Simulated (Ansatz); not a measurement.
## PBE against r2SCAN: Sn, biaxial strain −1.82 %, plane normal [001], relaxed out of plane

Start from Sn (space group I4_1/amd, No. 141; a = 5.9496 Å, c = 3.2135 Å; relaxed with 0.1 eV smearing). Axes: x, y, z lie along a, b, c of the conventional cell.

(Cell as relaxed with PBE.)

Levels (all Ansatz, an electronic-structure program, PAW, earlier PAW set): PBE (420 eV, no SOC); r2SCAN (500 eV, no spin-orbit coupling).

Each level relaxes its own structure.

| base | PBE | r2SCAN |
|---|---|---|
| volume per atom | 28.44 Å³ | 27.63 Å³ |
| lattice parameter a | 5.950 Å | 5.888 Å |
| band gap | zero | zero |

One thing is altered: compressive biaxial strain of 1.82 % in the plane normal to [001], as in epitaxy on a mismatched substrate; the out-of-plane cell vector and the atoms relax.

| quantity | PBE | r2SCAN |
|---|---|---|
| pressure (mean of the normal stresses, compression positive) | 1.1 GPa | 1.5 GPa |
| ratio −ε⊥/ε∥ | 0.85 | 0.72 |

PBE's pressure lies 0.31 GPa below r2SCAN's; PBE's ratio −ε⊥/ε∥ lies 0.13 above r2SCAN's. Neither level is exact; r2SCAN is the comparison here, not a measurement.

A biaxial case was relaxed in a doubled cell and then solved in the primitive one. Whether these cells are dynamically stable was not tested.
